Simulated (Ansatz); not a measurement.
## Habitual settings against a tight run: Ni3Si (Pm-3m, 4 atoms in the cell)

Self-consistent single point.

```yaml
crystal:
  lattice:
    - [3.59775, 0.00000, 0.00000]
    - [0.00000, 3.59775, 0.00000]
    - [0.00000, 0.00000, 3.59775]
  atoms:
    - { symbol: Si, position: [0.00000, 0.00000, 0.00000] }
    - { symbol: Ni, position: [0.00000, 0.50000, 0.50000] }
    - { symbol: Ni, position: [0.50000, 0.00000, 0.50000] }
    - { symbol: Ni, position: [0.50000, 0.50000, 0.00000] }
```

Level of theory: PBE, PAW files (plane waves; Ansatz, an electronic-structure program).

Base settings: basis.ecutwfc = 30.9 Ry; kpoints.mp_grid.grid = 9 9 9; hamiltonian.xc = pbe; hamiltonian.pseudopotentials = {kind: paw} (the program's default PAW files); scf.occupations.method = cold; scf.occupations.width = 0.01 Ry.

Tight run (finer mesh or higher cutoff; not a proven limit): basis.ecutwfc: 30.9 Ry → 43.4 Ry; kpoints.mp_grid.grid: 9 9 9 → 13 13 13; scf.convergence.dr2_threshold: default (1e-07 eV) → 1e-09 eV. It gave Fermi level (on the code's own zero) 15.71 eV; pressure -13.80 GPa.

Quick runs, as changes from the base:
- A: the base itself
- B: basis.ecutwfc: 30.9 Ry → 15.4 Ry; kpoints.mp_grid.grid: 9 9 9 → 2 2 2; scf.convergence.dr2_threshold: default (1e-07 eV) → 0.0001 eV
- C: basis.ecutwfc: 30.9 Ry → 21.7 Ry; kpoints.mp_grid.grid: 9 9 9 → 8 8 8; scf.occupations.width: 0.01 Ry → 0.0147 Ry
- D: basis.ecutwfc: 30.9 Ry → 18.4 Ry; kpoints.mp_grid.grid: 9 9 9 → 3 3 3; scf.occupations.method: cold → methfessel_paxton
- E: basis.ecutwfc: 30.9 Ry → 15.4 Ry; kpoints.mp_grid.grid: 9 9 9 → 4 4 4
- F: basis.ecutwfc: 30.9 Ry → 21.7 Ry; kpoints.mp_grid.grid: 9 9 9 → 4 4 4; scf.occupations.method: cold → methfessel_paxton; kpoints.mp_grid.shift: default → 0.5 0.5 0.5

Energies are extrapolated to zero smearing width, which holds to low order in the width alone.

The count of work is k-points × plane waves × bands × iterations; it is no time. 

Pressures in the table are Ansatz's without its Pulay estimate, at a fixed set of plane waves; the tight run's value above holds the estimate.

The starting cell has typed, rounded lattice constants, without a prior relaxation at this level. Its lattice was rescaled by a random factor within 2.5 % of one. Spin polarisation is off. In the base run, with a pressure of about -14 GPa the cell is away from its equilibrium volume at this level.

```tsv
run	energy less tight (meV/atom)	pressure less tight (GPa)	count of work / tight
A	2.9	0.03	0.21
B	9409.1	-624.26	0.0098
C	297.5	-35.12	0.12
D	2343.2	-189.48	0.011
E	9553.1	-632.92	0.022
F	306.0	-34.48	0.012
```

Among the runs at the tight run's level, the energy misses run from 2.9 to 9553.1 meV/atom.

Keys are those of Ansatz 0.2.
